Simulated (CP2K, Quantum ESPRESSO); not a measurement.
A Quantum ESPRESSO input for a self-consistent single point of BaS3 (P-42_1m, 8 atoms in the cell) (DFT, PBEsol, plane waves, PseudoDojo standard norm-conserving (PBESOL) pseudopotentials):

```fortran
&CONTROL
    calculation = 'scf'
    outdir = './out'
    pseudo_dir = './'
    tprnfor = .true.
    tstress = .true.
/
&SYSTEM
    ibrav = 0
    nat = 8
    ntyp = 2
    ecutwfc = 60
    occupations = 'fixed'
    nbnd = 30
/
&ELECTRONS
    conv_thr = 1.0d-10
    mixing_beta = 0.5
/
ATOMIC_SPECIES
Ba   137.3270  Ba.upf
S     32.0600  S.upf
ATOMIC_POSITIONS {angstrom}
Ba    3.5482805000    3.5482805000    0.0000000000
Ba    0.0000000000    0.0000000000    0.0000000000
S     4.8106167707    5.8342247293    2.0450766286
S     5.8342247293    2.2859442293    2.2586263714
S     2.2859442293    1.2623362707    2.0450766286
S     1.2623362707    4.8106167707    2.2586263714
S     3.5482805000    0.0000000000    0.9102762215
S     0.0000000000    3.5482805000    3.3934267785
K_POINTS {automatic}
3 3 5  0 0 0
CELL_PARAMETERS {angstrom}
   7.0965610000     0.0000000000     0.0000000000
   0.0000000000     7.0965610000     0.0000000000
   0.0000000000     0.0000000000     4.3037030000
```

Translate this input to CP2K.

This is the input that was run; spellings and numerical settings could be chosen otherwise.

```
&GLOBAL
  PROJECT scf
  RUN_TYPE ENERGY_FORCE
  PRINT_LEVEL MEDIUM
&END GLOBAL
&FORCE_EVAL
  METHOD Quickstep
  STRESS_TENSOR ANALYTICAL
  &DFT
    BASIS_SET_FILE_NAME BASIS_MOLOPT
    POTENTIAL_FILE_NAME GTH_POTENTIALS
    &QS
      METHOD GPW
      EPS_DEFAULT 1E-11
    &END QS
    &MGRID
      CUTOFF 500
      REL_CUTOFF 50
      NGRIDS 5
    &END MGRID
    &SCF
      SCF_GUESS ATOMIC
      EPS_SCF 1E-7
      MAX_SCF 100
      ADDED_MOS 10
      &DIAGONALIZATION
        ALGORITHM STANDARD
      &END DIAGONALIZATION
      &MIXING
        METHOD BROYDEN_MIXING
        ALPHA 0.4
        NBUFFER 12
        BETA 1
      &END MIXING
    &END SCF
    &KPOINTS
      SCHEME MONKHORST-PACK 3 3 5
    &END KPOINTS
    &XC
      &XC_FUNCTIONAL
        &PBE
          PARAMETRIZATION PBESOL
        &END PBE
      &END XC_FUNCTIONAL
    &END XC
    &PRINT
      &MO
        EIGENVALUES T
        OCCUPATION_NUMBERS T
        NDIGITS 8
        FILENAME mo
        &EACH
          QS_SCF 0
        &END EACH
        ADD_LAST NUMERIC
      &END MO
      &MULLIKEN ON
      &END MULLIKEN
    &END PRINT
  &END DFT
  &SUBSYS
    &CELL
      ABC 7.09656100 7.09656100 4.30370300
      ALPHA_BETA_GAMMA 90.00000000 90.00000000 90.00000000
      PERIODIC XYZ
    &END CELL
    &COORD
      SCALED
      Ba       0.50000000     0.50000000     0.00000000
      Ba       0.00000000     0.00000000     0.00000000
      S        0.67788000     0.82212000     0.47519000
      S        0.82212000     0.32212000     0.52481000
      S        0.32212000     0.17788000     0.47519000
      S        0.17788000     0.67788000     0.52481000
      S        0.50000000     0.00000000     0.21151000
      S        0.00000000     0.50000000     0.78849000
    &END COORD
    &KIND Ba
      BASIS_SET DZVP-MOLOPT-SR-GTH-q10
      POTENTIAL GTH-PBE-q10
    &END KIND
    &KIND S
      BASIS_SET DZVP-MOLOPT-SR-GTH-q6
      POTENTIAL GTH-PBE-q6
    &END KIND
  &END SUBSYS
  &PRINT
    &FORCES ON
    &END FORCES
    &STRESS_TENSOR ON
    &END STRESS_TENSOR
  &END PRINT
&END FORCE_EVAL
```

Basis settings and potentials, where a program has them, do not carry over. This input uses DFT PBEsol, GPW, DZVP-MOLOPT-SR-GTH basis, GTH-PBE potentials (GTH_POTENTIALS).

The starting cell comes from a database of computed structures (which also holds hypothetical and non-ambient phases and stackings), without a prior relaxation at this level. Its lattice was rescaled by a random factor within 2.5 % of one.
